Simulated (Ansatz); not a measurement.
Given:

End structure of the 1x1 (110) surface of bcc W:

```xyz
36
Lattice="8.2730 0.0000 0.0000 -2.7577 7.7999 0.0000 0.0000 0.0000 26.0000" Properties=species:S:1:pos:R:3 pbc="T T T"
W      0.9192     1.3000     9.6951
W      0.0000     3.8999     9.6951
W     -0.9192     6.4999     9.6951
W      3.6769     1.3000     9.6951
W      2.7577     3.8999     9.6951
W      1.8385     6.4999     9.6951
W      6.4346     1.3000     9.6951
W      5.5154     3.8999     9.6951
W      4.5961     6.4999     9.6951
W      0.0000     0.0000    11.8698
W     -0.9192     2.6000    11.8698
W     -1.8385     5.1999    11.8698
W      2.7577     0.0000    11.8698
W      1.8385     2.6000    11.8698
W      0.9192     5.1999    11.8698
W      5.5154     0.0000    11.8698
W      4.5961     2.6000    11.8698
W      3.6769     5.1999    11.8698
W      0.9192     1.3000    14.1302
W      0.0000     3.8999    14.1302
W     -0.9192     6.4999    14.1302
W      3.6769     1.3000    14.1302
W      2.7577     3.8999    14.1302
W      1.8385     6.4999    14.1302
W      6.4346     1.3000    14.1302
W      5.5154     3.8999    14.1302
W      4.5961     6.4999    14.1302
W      0.0000     0.0000    16.3049
W     -0.9192     2.6000    16.3049
W     -1.8385     5.1999    16.3049
W      2.7577     0.0000    16.3049
W      1.8385     2.6000    16.3049
W      0.9192     5.1999    16.3049
W      5.5154     0.0000    16.3049
W      4.5961     2.6000    16.3049
W      3.6769     5.1999    16.3049
```

Set-up: 36 atoms, 6.6 Å thick at the start (thin: gaps and levels are the slab's own); mesh 4x4x1; 0.1 eV smearing; dipole correction on; 18 atoms held, the rest relaxed; held to the start's symmetry, so lower structures may exist; no spin, no spin-orbit, no U.

Question: Estimate the work function of the top face that PBE (Ansatz, an electronic-structure program) returns for this input.

Answer: 4.82 eV
